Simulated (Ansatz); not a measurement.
# SiC, response to strain

Consider SiC in the wurtzite structure (space group P6_3mc, No. 186; a = 3.075 Å, c = 5.049 Å). Axes: x lies along a and z along c of the hexagonal cell.

Strains are applied to the cell and any free atomic positions relax; under biaxial strain the out-of-plane vector relaxes too.

Method: r2SCAN (Ansatz, a first-principles code), no SOC, earlier PAW set.

Candidates:
(a) isotropic strain +0.95 %
(b) isotropic strain −0.77 %
(c) biaxial strain −0.98 %, plane normal [001], relaxed out of plane
(d) biaxial strain −4.54 %, plane normal [001], relaxed out of plane

Base values:

| Property | Result |
|---|---|
| Band gap | 2.65 eV |

Question: Order them by band gap, lowest first.

Answer: (d) biaxial strain −4.54 %, plane normal [001], relaxed out of plane (1.99 eV), (c) biaxial strain −0.98 %, plane normal [001], relaxed out of plane (2.53 eV), (b) isotropic strain −0.77 % (2.62 eV), (a) isotropic strain +0.95 % (2.69 eV)

No phonon test of stability was made.
